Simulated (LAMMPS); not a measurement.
System: a melt made from CdTe (zinc blende), 4096 atoms, at 1760 K and 5 GPa, brought to that temperature within a few picoseconds.

All values are model results, not measurements: classical MD, pair style sw, file CdTe.sw (LAMMPS).

- state found: liquid
- density: 6.163 ± 0.001 g/cm³
- volume per atom: 32.335 ± 0.006 Å³/atom
- enthalpy per atom: -0.2457 ± 0.0004 eV/atom
- first peak of g(r), Cd-Te: 2.92 Å, height 2.4
- first peak of g(r), Te-Te: 2.98 Å, height 1.3
- most common Te-Cd-Te angle: at the 3° bin centred on 91.5°, after smoothing over three bins (mean of all 101°)
- self-diffusion coefficient of Cd (not corrected for cell size): (8.5 ± 0.3) × 10^-5 cm²/s
- self-diffusion coefficient of Te (not corrected for cell size): (9.6 ± 0.2) × 10^-5 cm²/s
- mean frequency of the vibrational (phonon) density of states: 2.5 THz
- cost: roughly 24 core-minutes

Potential: file CdTe.sw of the LAMMPS distribution; its header cites Wang, Stroud and Markworth, Phys Rev B, 40, 3129 (1989).

Caution: a run this short can hold a crystal over, or a liquid under, the potential's own melting point, which these runs don't give. Caution: the real compound melts congruently only under the pressure of its own vapour and loses its more volatile element when open.

States go by the mean squared displacement: a species diffuses where it passes 1.5 Å², still rises and gives D over 1e-6 cm²/s; a crystal has left its structure where atoms lie 0.35 Å off their sites on average or a cubic box changes its shape by 3 %, or the axial ratios of another lie 8 % off the starting cell's, which the potential's own relaxation can also do.

Errors of D are the spread over four groups of atoms in one short run; a floor of about 5 %, a picked value, is safer.

Uncertainties are statistical and leave out the potential's own error.

```csv
t (ps),"MSD (Å²), Cd","MSD (Å²), Te"
0.1000,0.296,0.269
0.2000,0.704,0.693
0.3000,1.13,1.17
0.4000,1.61,1.69
0.5000,2.08,2.22
0.6000,2.56,2.76
0.7000,3.03,3.29
0.8000,3.51,3.82
0.9000,3.97,4.36
1.100,4.90,5.44
1.300,5.84,6.52
1.500,6.80,7.60
1.700,7.77,8.69
2.000,9.17,10.3
2.300,10.6,12.0
2.700,12.5,14.2
3.200,14.9,16.9
3.700,17.3,19.7
4.300,20.2,23.1
5.000,23.6,27.0
5.800,27.5,31.5
6.800,32.4,37.1
7.900,37.8,43.3
9.200,44.1,50.6
10.70,51.6,59.1
12.50,60.5,69.4
14.50,70.6,80.9
16.90,82.7,94.9
19.60,96.6,111
22.80,113,129
26.60,132,151
30.90,154,176
36.00,180,205
```
